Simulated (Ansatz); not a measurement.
```yaml
crystal:
  lattice:
    - [5.91007, 0.00000, 0.00000]
    - [0.00000, 5.91007, 0.00000]
    - [0.00000, 0.00000, 5.91007]
  atoms:
    - { symbol: Cs, position: [0.00000, 0.00000, 0.00000] }
    - { symbol: Sn, position: [0.50000, 0.50000, 0.50000] }
    - { symbol: Br, position: [0.00000, 0.50000, 0.50000] }
    - { symbol: Br, position: [0.50000, 0.50000, 0.00000] }
    - { symbol: Br, position: [0.50000, 0.00000, 0.50000] }
```

The cell was generated from a structure type, relaxed within its symmetry, and need not be the phase found at ambient conditions. Spin-orbit coupling is not included. The cell is fixed at its relaxed static size. Melting and transitions to other phases are not modelled.

Question: Estimate each atom's mean-square displacement (sum over three axes) at 600 K from path-integral sampling on the energy surface fitted in the stochastic self-consistent harmonic approximation in a 2×2×2 supercell, PBE in Ansatz (an electronic-structure program).

Answer: Cs1 0.37 Å², Sn2 0.14 Å², Br3 0.49 Å², Br4 0.49 Å², Br5 0.49 Å². Waves longer than the supercell are missing, so the values are low for an infinite crystal. Over all wave vectors of the supercell the softest harmonic mode is 35i cm⁻¹ at q = (0.00, 0.00, 0.00); the softest of the Hessian is 7i cm⁻¹ at q = (0.00, 0.50, 0.50) at 300 K (error 2; the run's verdict: unstable), 7 cm⁻¹ at q = (0.00, 0.50, 0.50) at 600 K (error 6; the run's verdict: undecided).
